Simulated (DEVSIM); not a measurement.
Structure: Schottky contact on n-type GaN, at 300 K.

Layer 1 from the left is GaN, thickness (μm) 15.0, Nd (cm⁻³) 1.1e15, τn (s) 1.6e-9, τp (s) 1.6e-9.

Left contact: Schottky, work function 5.23 eV, emission velocity 3.3e6 cm/s. Right contact: ohmic. Voltage is applied to the left contact. Recombination: SRH at mid-gap. Mobility is constant in doping.

The device is made up for the run: typed textbook-type constants, with dimensions and the other settings drawn at random. Values at 300 K.

GaN: gap (eV) 3.43, affinity (eV) 4.1, permittivity 9.5, Nc (cm⁻³) 2.3e18, Nv (cm⁻³) 4.6e19, μn (cm²/Vs) 1200, μp (cm²/Vs) 100.

Simulated with DEVSIM: 1D drift-diffusion, Boltzmann statistics, complete ionisation; no tunnelling, impact ionisation, image-force lowering or self-heating. Metal contacts follow the ideal Schottky-Mott rule: no Fermi-level pinning, no interface dipoles.

What does the simulation give for the largest field in the device at zero bias, the potential step across the device at zero bias, the dark forward voltage at 1 A/cm², the dark forward voltage at 100 A/cm²?

largest field in the device at zero bias 19000 V/cm; potential step across the device at zero bias 0.932 V; dark forward voltage at 1 A/cm² 0.786 V; dark forward voltage at 100 A/cm² 1.610 V.
